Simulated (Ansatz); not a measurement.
The parent structure is PtSe2 in the CdI2 type structure (space group P-3m1, No. 164; a = 3.772 Å, c = 4.821 Å; layered; relaxed with 0.1 eV smearing). Axes: x lies along a and z along c of the hexagonal cell.

Calculations: PBE-D3(BJ)/PAW in Ansatz (a quantum-chemistry and plane-wave program), no spin-orbit coupling.

It is then changed as follows: the cell is compressed by 2.00 % along z with no lateral relaxation, atoms relaxed at fixed cell.

Predict the stress tensor and what it implies for the stiffness.

Stress of the strained cell less that of the base (GPa, compression positive):
```
    0.9     0.0     0.0
    0.0     0.9     0.0
    0.0     0.0     1.4
```

Then −Δσ_ii/ε with ε = -0.0200 gives secant stiffness values (nonlinear terms included at this strain): C33 ≈ 71 GPa, C13 ≈ 47 GPa and C23 ≈ 47 GPa.

Stability against distortions was not tested. The final runs are not spin-polarised.
